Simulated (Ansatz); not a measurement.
## What biaxial strain −4.90 %, plane normal [001], relaxed out of plane does to Hf

The reference is Hf in the hcp (Mg type) structure (space group P6_3/mmc, No. 194; a = 3.158 Å, c = 5.004 Å; relaxed with 0.1 eV smearing). Axes: x lies along a and z along c of the hexagonal cell.

The change: compressive biaxial strain of 4.90 % in the plane normal to [001], as in epitaxy on a mismatched substrate; the out-of-plane cell vector and the atoms relax.

Computed with PBEsol in Ansatz (plane waves to 420 eV, PAW, spin-orbit coupling left out). Settings: 21×21×12 k-points, 0.1 eV Fermi–Dirac smearing.

```csv
quantity,base,changed,shift
volume per atom,21.61 Å³,20.35 Å³,-1.26 Å³
space group,P6_3/mmc (No. 194),P6_3/mmc (No. 194),–
shortest interatomic distance,3.096 Å,3.003 Å,-0.093 Å
"pressure (mean of the normal stresses, compression positive)",0.0 GPa,7.3 GPa,+7.3 GPa
band gap,zero,zero,–
out-of-plane strain,–,+4.12 %,–
ratio −ε⊥/ε∥,–,0.84,–
```

Final structure (turned so that z lies along the plane normal):

```xyz
2
Lattice="3.0034 0.0000 0.0000 1.5017 2.6010 0.0000 0.0000 0.0000 5.2109" Properties=species:S:1:pos:R:3 pbc="T T T"
Hf     1.5017     0.8670     3.9082
Hf     3.0034     1.7340     1.3027
```

No phonon test of stability was made. All final runs are without spin polarisation.

Ansatz is an electronic-structure program.
